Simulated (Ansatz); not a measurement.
CsCl-type CaO (model structure) (like a known high-pressure phase), treated with r²SCAN+rVV10 in Ansatz (plane waves, PAW).

Settings: plane-wave cutoff 500 eV, 14×14×14 k mesh, Fermi–Dirac smearing 0.05 eV, scalar-relativistic PAW data made under PBE.

Cell (relaxed at this level):

```cif
data_CaO
_chemical_formula_sum 'Ca1 O1'
_space_group_name_H-M_alt 'P 1'
_space_group_IT_number 1
_cell_length_a 2.89233
_cell_length_b 2.89233
_cell_length_c 2.89233
_cell_angle_alpha 90.000
_cell_angle_beta 90.000
_cell_angle_gamma 90.000
loop_
_space_group_symop_operation_xyz
  'x, y, z'
loop_
_atom_site_label
_atom_site_type_symbol
_atom_site_fract_x
_atom_site_fract_y
_atom_site_fract_z
_atom_site_occupancy
Ca1 Ca 0.00000 0.00000 0.00000 1
O1 O 0.50000 0.50000 0.50000 1
```

### Question
Predict the band gap.

### Answer

- band gap: 3.25 eV (on the SCF k mesh)

The computed numbers hold no vibrational or temperature effects.

Computing time: very roughly 23 core-seconds.

A model structure was made by putting elements into a prototype or built by hand; it is no filed structure, need not be a known phase, and can be a saddle point held by its symmetry.

Ansatz is a first-principles code.
